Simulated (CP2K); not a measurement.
A self-consistent single point of NaMgF₃ (Pm-3m, 5 atoms in the cell) with CP2K.

Computed with LDA (Pade form), GPW, DZVP-MOLOPT-SR-GTH basis, GTH-PADE potentials (GTH_POTENTIALS) run with CP2K.

```
NaMgF3
1.0
    4.01998     0.00000     0.00000
    0.00000     4.01998     0.00000
    0.00000     0.00000     4.01998
Na Mg F
1 1 3
Direct
  0.00000   0.00000   0.00000
  0.50000   0.50000   0.50000
  0.50000   0.50000   0.00000
  0.00000   0.50000   0.50000
  0.50000   0.00000   0.50000
```

Reference input (self-consistent single point, DFT PBEsol, GPW, DZVP-MOLOPT-SR-GTH basis, GTH-PBE potentials (GTH_POTENTIALS)): CUTOFF = 1000 Ry; REL_CUTOFF = 40 Ry; KPOINTS/SCHEME = MONKHORST-PACK 8 8 8; GAMMA_CENTERED = T; XC_FUNCTIONAL = PBE:PBESOL; Na/BASIS_SET = DZVP-MOLOPT-SR-GTH-q9; Na/POTENTIAL = GTH-PBE-q9; Mg/BASIS_SET = DZVP-MOLOPT-SR-GTH-q10; Mg/POTENTIAL = GTH-PBE-q10; F/BASIS_SET = DZVP-MOLOPT-SR-GTH-q7; F/POTENTIAL = GTH-PBE-q7; METHOD = GPW. This run's input differs from it in these lines:

```diff
@@ -40,6 +40,3 @@
     &XC
-      &XC_FUNCTIONAL
-        &PBE
-          PARAMETRIZATION PBESOL
-        &END PBE
+      &XC_FUNCTIONAL PADE
       &END XC_FUNCTIONAL
@@ -78,3 +75,3 @@
       BASIS_SET DZVP-MOLOPT-SR-GTH-q9
-      POTENTIAL GTH-PBE-q9
+      POTENTIAL GTH-PADE-q9
     &END KIND
@@ -82,3 +79,3 @@
       BASIS_SET DZVP-MOLOPT-SR-GTH-q10
-      POTENTIAL GTH-PBE-q10
+      POTENTIAL GTH-PADE-q10
     &END KIND
@@ -86,3 +83,3 @@
       BASIS_SET DZVP-MOLOPT-SR-GTH-q7
-      POTENTIAL GTH-PBE-q7
+      POTENTIAL GTH-PADE-q7
     &END KIND
```

Output (repeated stretches shortened):

```
 SCF WAVEFUNCTION OPTIMIZATION

  Step     Update method      Time    Convergence         Total energy    Change
     1 NoMix/Diag. 0.40E+00      -     1.89756057      -183.8126876312 -1.84E+02
     2 Broy./Diag. 0.40E+00      -     0.06634445      -180.8735140531  2.94E+00
     3 Broy./Diag. 0.40E+00      -     0.01611852      -183.5573521302 -2.68E+00
     4 Broy./Diag. 0.40E+00      -     0.01297591      -183.7822776692 -2.25E-01
     5 Broy./Diag. 0.40E+00      -     0.00288644      -183.7691755276  1.31E-02
     6 Broy./Diag. 0.40E+00      -     0.00393684      -183.8619169565 -9.27E-02
   [... 3 lines left out ...]
    10 Broy./Diag. 0.40E+00      -     0.00000921      -183.8328454681 -2.14E-03
    11 Broy./Diag. 0.40E+00      -     0.00001108      -183.8327899992  5.55E-05
    12 Broy./Diag. 0.40E+00      -     0.00000191      -183.8328697510 -7.98E-05
    13 Broy./Diag. 0.40E+00      -     0.00000069      -183.8328867213 -1.70E-05
  *** SCF run converged in    13 steps ***

  Overlap energy of the core charge distribution:               0.00000000000000
  Self energy of the core charge distribution:               -450.43203930373278
  Core Hamiltonian energy:                                    128.55505198659969
  Hartree energy:                                             167.24865967041771
  Exchange-correlation energy:                                -29.20455907458981

  Total energy:                                              -183.83288672130516

 ENERGY| Total FORCE_EVAL ( QS ) energy [hartree]           -183.832882512871350

 FORCES| Atomic forces [hartree/bohr]
 FORCES|   Atom     x               y               z               |f|
 FORCES|      1  8.38601863E-09  8.38604046E-09  8.38599803E-09   1.45250110E-08
   [... lines left out ...]

 STRESS| Analytical stress tensor [bar]
 STRESS|                        x                   y                   z
 STRESS|      x       -7.78564884440E+04   4.09340059386E-03   4.09340134285E-03
 STRESS|      y        4.09340059386E-03  -7.78564884446E+04   4.09340014707E-03
 STRESS|      z        4.09340134285E-03   4.09340014707E-03  -7.78564884441E+04
 STRESS| 1/3 Trace                                            -7.78564884442E+04
```

The run converged in 13 iterations. Against the reference run the pressure goes from -3.83 to -7.79 GPa, the largest force hardly changes (0.001 to 0.000 eV/Å) and the gap on the mesh goes from 5.578 to 5.378 eV.

The starting cell comes from a database of computed structures (which also holds hypothetical and non-ambient phases and stackings), without a prior relaxation at this level. Its lattice was rescaled by a random factor within 2.5 % of one. Values carry the incompleteness of an atom-centred basis. With a pressure of about -8 GPa the cell is away from its equilibrium volume at this level.

Cost on one core of a shared machine: roughly 40 s.
